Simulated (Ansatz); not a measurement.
Seebeck coefficient (μV/K, mean over directions) of p-type Zr3N4 (Fd-3m) against carrier density, PBEsol, rigid bands (Ansatz, a first-principles code). Computed gap 0.50 eV; densities at which minority carriers matter at this gap, or further valleys turn the trend, are left out. Conductivity mass 0.69 mₑ (harmonic mean over directions), N_v = 1.1e20 cm⁻³ at 300 K.

```
hole density  300 K  500 K
------------  -----  -----
3e18 cm⁻³       523    595
1e19 cm⁻³       419    492
3e19 cm⁻³       326      …
1e20 cm⁻³       228    297
3e20 cm⁻³       147      …
1e21 cm⁻³         …    130
```

### Question
Fill in the missing entries.

### Answer

- 3e19 cm⁻³, 500 K: 398
- 3e20 cm⁻³, 500 K: 210
- 1e21 cm⁻³, 300 K: 81

Rigid bands with a gap fixed in temperature, one relaxation time for all states, no polarons or phonon drag, and whether or not such doping can be reached. Spin-orbit coupling is left out; where it splits the top of the valence band, N_v and the p-type Seebeck coefficient come out somewhat high without it.

Computed structure with no diffraction record at hand here (it may be known, metastable or hypothetical): Zr3N4 (Fd-3m).
